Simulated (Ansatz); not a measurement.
Where the default PAW files enter, the runs use the earlier of Ansatz's two default sets.

Inside the gap of an insulator the Bloch states are evanescent, with a wavenumber k + iκ along the transport direction.

Consider the following.

```
CELL_PARAMETERS angstrom
      3.55802     0.00000     0.00000
      0.00000     5.17186     0.00000
      0.00000     0.00000     3.55802
ATOMIC_POSITIONS crystal
  Hf 0.50000 0.50000 0.50000
  Hf 0.00000 0.00000 0.00000
  O  0.50000 0.30279 0.00000
  O  0.50000 0.80279 0.00000
  O  0.00000 0.19721 0.50000
  O  0.00000 0.69721 0.50000
```

Space group of this cell: P4_2/nmc. The cell is taken as given; by r2SCAN its mean pressure is 4.2 GPa.

Transport runs along the normal of the first two printed cell vectors, the (100) plane of the conventional cell.

The gap is the functional's own, uncorrected, and κ follows it; spin-orbit coupling is left out. Mid-gap values are interpolated between the computed energies.

### Question
Estimate the band gap and the smallest decay constant κ at mid-gap that r2SCAN (Ansatz, a quantum-chemistry and plane-wave program) returns for this system.

### Answer
Gap 5.31 eV on a 8×6×8 mesh; κ = 0.422 1/Å, at the zone centre.
